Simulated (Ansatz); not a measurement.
Results of B3LYP (VWN-RPA form) (PAW; Ansatz, an electronic-structure program) for L1₀ (CuAu-type) FePt.

Total energies, extrapolated to zero smearing (they compare only within this program, potentials and cutoff):

Magnetic elements are taken in their magnetic phases.

```json
[
 {"system": "L1₀ (CuAu-type) FePt, relaxed", "energy (eV/atom)": "-8511.7316"},
 {"system": "bcc Fe", "energy (eV/atom)": "-4485.9440"},
 {"system": "fcc Pt", "energy (eV/atom)": "-12536.5422"}
]
```

### Question
Work out the enthalpy of formation per atom.

### Answer
ΔH_f ≈ ΔE = -8511.7316 − [1 × (-4485.9440) + 1 × (-12536.5422)]/2 = -0.489 eV/atom (0 K, no vibrations). The reference value is -0.238 ± 0.02 eV/atom (measured, 298 K, copied from a table, unchecked, no zero-point or thermal correction; as tabulated in Wang et al. (2021), doi:10.1038/s41598-021-94550-5), a difference of -0.251 eV/atom.

Spin–orbit coupling is left out; its size isn't shown.

The PAW data were made under PBE.

The crystal was run with parallel moments.
